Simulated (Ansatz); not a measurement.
Where the default PAW files enter, the runs use the earlier of Ansatz's two default sets.

**Evanescent states of WS$_{2}$ (P6_3/mmc, 6 atoms a cell, 17.4 Å³ an atom, 2 GPa at this level) along the normal of (111)**

The numbers are results of r2SCAN (plane waves, PAW; Ansatz, an electronic-structure program), not measurements.

The gap is the functional's own. No spin-orbit coupling. Mid-gap values are interpolated on the energy grid.

Energies count from the valence-band top; κ is the least over a 6×4 mesh across the current.

```json
[
 {"E (eV)": "0.04", "κ (1/Å)": "0.070", "where": "Γ"},
 {"E (eV)": "0.10", "κ (1/Å)": "0.121", "where": "Γ"},
 {"E (eV)": "0.17", "κ (1/Å)": "0.156", "where": "Γ"},
 {"E (eV)": "0.24", "κ (1/Å)": "[?]", "where": "Γ"},
 {"E (eV)": "0.32", "κ (1/Å)": "[?]", "where": "off Γ"},
 {"E (eV)": "0.39", "κ (1/Å)": "[?]", "where": "off Γ"},
 {"E (eV)": "0.46", "κ (1/Å)": "[?]", "where": "off Γ"},
 {"E (eV)": "0.53", "κ (1/Å)": "[?]", "where": "off Γ"},
 {"E (eV)": "0.59", "κ (1/Å)": "[?]", "where": "off Γ"},
 {"E (eV)": "0.67", "κ (1/Å)": "[?]", "where": "off Γ"},
 {"E (eV)": "0.73", "κ (1/Å)": "[?]", "where": "off Γ"},
 {"E (eV)": "0.81", "κ (1/Å)": "0.154", "where": "off Γ"},
 {"E (eV)": "0.88", "κ (1/Å)": "0.126", "where": "off Γ"},
 {"E (eV)": "0.94", "κ (1/Å)": "0.085", "where": "off Γ"}
]
```

Complete the blanks.


- 0.24, κ (1/Å): 0.184
- 0.32, κ (1/Å): 0.200
- 0.39, κ (1/Å): 0.199
- 0.46, κ (1/Å): 0.197
- 0.53, κ (1/Å): 0.194
- 0.59, κ (1/Å): 0.191
- 0.67, κ (1/Å): 0.186
- 0.73, κ (1/Å): 0.177
